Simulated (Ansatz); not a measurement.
## Quick settings and what they miss: CsLuS2 (R-3m, 4 atoms in the cell)

Self-consistent single point.

```
CsLuS2
1.0
    2.01077     1.16091     8.11271
   -2.01077     1.16091     8.11271
    0.00000    -2.32183     8.11271
Cs Lu S
1 1 2
Direct
  0.00000   0.00000   0.00000
  0.50000   0.50000   0.50000
  0.77409   0.77409   0.77409
  0.22591   0.22591   0.22591
```

Computed with PBEsol, default PAW files made with PBE (plane waves; Ansatz, an electronic-structure program).

Base settings: basis.ecutwfc = 420 eV; kpoints.mp_grid.grid = 7 7 7; hamiltonian.xc = pbesol; hamiltonian.pseudopotentials = {kind: paw} (the program's default PAW files); scf.occupations.method = fixed.

Tight run (finer mesh or higher cutoff; not a proven limit): basis.ecutwfc: 420 eV → 590 eV; kpoints.mp_grid.grid: 7 7 7 → 10 10 10; scf.convergence.dr2_threshold: default (1e-07 eV) → 1e-09 eV. It gave top of the valence band (on the code's own zero) 7.20 eV; gap on the k-point mesh 1.97 eV; pressure -2.67 GPa; largest force (vector length) 0.074 eV/Å.

Quick runs, as changes from the base:
- A: the base itself
- B: basis.ecutwfc: 420 eV → 250 eV; kpoints.mp_grid.grid: 7 7 7 → 6 6 6; hamiltonian.xc: pbesol → lda; scf.occupations.method: fixed → methfessel_paxton; kpoints.mp_grid.shift: default → 0.5 0.5 0.5; scf.occupations.width: default → 0.272 eV [LDA (PW92)]
- C: basis.ecutwfc: 420 eV → 250 eV; kpoints.mp_grid.grid: 7 7 7 → 1 1 1
- D: basis.ecutwfc: 420 eV → 250 eV; kpoints.mp_grid.grid: 7 7 7 → 3 3 3; scf.occupations.method: fixed → fermi_dirac; scf.occupations.width: default → 0.5 eV; scf.convergence.dr2_threshold: default (1e-07 eV) → 0.001 eV
- E: basis.ecutwfc: 420 eV → 210 eV; kpoints.mp_grid.grid: 7 7 7 → 8 8 8; scf.occupations.method: fixed → cold; kpoints.mp_grid.shift: default → 0.5 0.5 0.5; scf.occupations.width: default → 0.5 eV; width narrowed by the program to 0.2880 eV
- F: kpoints.mp_grid.grid: 7 7 7 → 4 4 4; scf.convergence.dr2_threshold: default (1e-07 eV) → 0.0001 eV

Energies are extrapolated to zero smearing width, which holds to low order in the width alone.

Dashes: energy of B, another energy zero.

Gaps are read on each run's own mesh, which may miss the band edges.

† marks runs with another functional, U, potentials or spin treatment: their distance from the tight run is not a convergence error alone.

The count of work is k-points × plane waves × bands × iterations; it is no time. 

Pressures in the table are Ansatz's without its Pulay estimate, at a fixed set of plane waves; the tight run's value above holds the estimate.

The starting cell comes from a database of computed structures (which also holds hypothetical and non-ambient phases and stackings), without a prior relaxation at this level. Its lattice was rescaled by a random factor within 2.5 % of one. Spin-orbit coupling is off.

```tsv
run	energy less tight (meV/atom)	pressure less tight (GPa)	largest miss in a force vector (eV/Å)	gap on the mesh less tight (eV)	count of work / tight
A	0.7	-0.01	0.000	0.061	0.21
B†	–	-14.02	0.069	-0.058	0.059
C	2259.2	3.43	1.877	0.173	0.0024
D	312.7	-11.75	0.006	0.393	0.012
E	1518.0	-45.62	0.059	0.071	0.12
F	6.0	0.06	0.002	-0.009	0.046
```

Among the runs at the tight run's level, the energy misses run from 0.7 to 2259.2 meV/atom.

Left out of this page: 2 runs of the series outside the window shown, repeating another row's setting, or not comparable.

Keys are those of Ansatz 0.2.
